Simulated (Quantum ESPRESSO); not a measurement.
Quantum ESPRESSO is run on BaGdCo₂O₅ (Pmmm, 9 atoms in the cell), and the run fails. The aim is a self-consistent single point with DFT, LDA (PZ), plane waves, SSSP 1.1.2 efficiency (PBE) pseudopotentials.

Cell that was meant: a = 3.8449 Å, b = 4.0233 Å, c = 7.6594 Å, α = 90.00°, β = 90.00°, γ = 90.00°.

Part of the input:

```fortran
Ba   137.3270  Ba.pbe-spn-kjpaw_psl.1.0.0.UPF
Gd   157.2500  Gd.GGA-PBE-paw-v1.0.UPF
Co    58.9332  Co_pbe_v1.2.uspp.F.UPF
O     15.9990  O.pbe-n-kjpaw_psl.0.1
ATOMIC_POSITIONS angstrom
Ba    1.922430000    2.011635000    0.000000000
Gd    1.922430000    2.011635000    3.829680000
```

The program printed (abridged):

```
 %%%%%%%%%%%%%%%%%%%%%%%%%%%%%%%%%%%%%%%%%%%%%%%%%%%%%%%%%%%%%%%%%%%%%%%%%%%%%%
     Error in routine readpp (1):
     file ./O.pbe-n-kjpaw_psl.0.1 not found
 %%%%%%%%%%%%%%%%%%%%%%%%%%%%%%%%%%%%%%%%%%%%%%%%%%%%%%%%%%%%%%%%%%%%%%%%%%%%%%

     stopping ...
```

Task: From the messages shown, name the fault and mend the input.

Result: The fault is a potential or basis that cannot be found. The input names a file or set that is not where the program looks, or that does not exist under that name. To fix it, correct the name or place the file. The program stopped before any SCF iteration.

The sound input it was made from differs as follows (other fixes are possible):
```diff
-O     15.9990  O.pbe-n-kjpaw_psl.0.1
+O     15.9990  O.pbe-n-kjpaw_psl.0.1.UPF
```

With that input, the run converged in 27 iterations: free energy E − TS -25759.5060 eV; Fermi level (on the code's own zero) 11.77 eV; pressure -16.31 GPa; largest force (vector length) 0.611 eV/Å; size of the cell's spin moment 11.35 μB (DFT, LDA (PZ), plane waves, SSSP 1.1.2 efficiency (PBE) pseudopotentials).

On the sound input: the starting cell comes from a database of computed structures (which also holds hypothetical and non-ambient phases and stackings), without a prior relaxation at this level. The magnetic order is the one reached from the typed start; others were not searched systematically. With U or open f shells several self-consistent states can exist. The f electrons are in the valence without U or exact exchange, which can misplace them near the Fermi level. Spin-orbit terms, which matter for f shells, are left out. With a pressure of about -16 GPa the cell is away from its equilibrium volume at this level. Without a gap this mesh is coarse (it stands for a supercell whose shortest vector is 15 Å).
